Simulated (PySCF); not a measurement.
PySCF 2.14.0, unrestricted WB97X/def2-svp, df: diboron tetrachloride cation (ClB(Cl)B(Cl)Cl), charge +1, multiplicity 2, 6 atoms. The geometry is a generated start, not checked to be a minimum at this level.

```yaml
task: energy
method: wb97x
basis: def2-svp
two_electron_scheme: density fitting
mol.max_memory: 3000 MB
mf.max_cycle: 100
mf.conv_tol: 1e-09 (default)
mf.grids.level: 3 (default)
basis_functions: 100
grid_points: 103616
```

```xyz
6

Cl    -1.6712    -1.4313     0.6102
B     -0.8465    -0.0828    -0.0701
Cl    -1.8023     1.0743    -0.9083
B      0.8442     0.0846     0.0719
Cl     1.9255    -1.0518    -0.6263
Cl     1.5501     1.4071     0.9226
```

Charge 1 and multiplicity 2 are set for this test and not shown to be the ground state.

With the defaults (mf.init_guess = minao, mf.diis = true, mf.DIIS = CDIIS, mf.damp = 0, mf.diis_start_cycle = 1, mf.diis_space = 8) it converges in 16 Fock builds. One run each on 2 threads, 1 BLAS thread, with these changes:
- mf.damp = 0.7, mf.diis_start_cycle = 8
- mf.init_guess = mod_huckel
- mf.diis = false, mf.damp = 0.7, mf.diis_start_cycle = 999
- mf.init_guess = huckel
- mf.diis = false
- mf.DIIS = ADIIS
- mf.init_guess = sap
- mf.diis_space = 5
- mf.DIIS = EDIIS

### Question
Name the settings that don't reach the solution of the defaults.

### Answer
No convergence: mf.diis = false (the run ends without SCF convergence in 100 cycles). Another solution: mf.init_guess = huckel (970 meV higher); mf.init_guess = mod_huckel (970 meV higher); mf.init_guess = sap (970 meV higher). The rest reach the solution of the defaults.

| setting | Fock builds | end |
|---|---|---|
| the defaults | 16 | same solution |
| mf.diis_space = 5 | 17 | same solution |
| mf.damp = 0.7, mf.diis_start_cycle = 8 | 20 | same solution |
| mf.DIIS = ADIIS | 27 | same solution |
| mf.diis = false, mf.damp = 0.7, mf.diis_start_cycle = 999 | 60 | same solution |
| mf.DIIS = EDIIS | 77 | same solution |
| mf.init_guess = mod_huckel | 27 | other solution, 970 meV higher |
| mf.init_guess = sap | 27 | other solution, 970 meV higher |
| mf.init_guess = huckel | 30 | other solution, 970 meV higher |
| mf.diis = false | 101 | no convergence |
